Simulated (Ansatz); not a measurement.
The reference is Al in the fcc (Cu type) structure (space group Fm-3m, No. 225; a = 4.0143 Å).

Structures relaxed with DFT with PBEsol, PAW potentials and a 420 eV plane-wave cutoff in Ansatz (a quantum-chemistry and plane-wave program), no SOC.

Base:

Simulated powder pattern, Mo Kα, λ = 0.71073 Å (kinematic, ideal powder, no thermal factors, no anomalous dispersion; the 10 strongest lines at most, above 2 %, up to 2θ = 40°):

```tsv
2θ (°)	I/Imax (%)	hkl
17.64	100	(111)
20.40	50	(200)
29.00	35	(220)
34.15	41	(311)
35.72	12	(222)
```

The change: Lu takes the place of Al on all its sites; the structure is relaxed again.

Problem. How do the reflections move or split?

Solution. 
Simulated powder pattern, Mo Kα, λ = 0.71073 Å (kinematic, ideal powder, no thermal factors, no anomalous dispersion; the 10 strongest lines at most, above 2 %, up to 2θ = 40°):

| 2θ (°) | d (Å) | I/Imax (%) | hkl |
|---|---|---|---|
| 14.82 | 2.755 | 100 | (111) |
| 17.13 | 2.386 | 52 | (200) |
| 24.32 | 1.687 | 41 | (220) |
| 28.60 | 1.439 | 51 | (311) |
| 29.90 | 1.377 | 15 | (222) |
| 34.66 | 1.193 | 7.0 | (400) |
| 37.89 | 1.095 | 21 | (331) |
| 38.91 | 1.067 | 19 | (420) |

The indices refer to each structure's own conventional cell; one index is shown for lines that coincide.

Whether these cells are dynamically stable was not tested. As relaxed here, Lu is a hypothetical phase, not in the database extracts checked. The final runs are not spin-polarised.
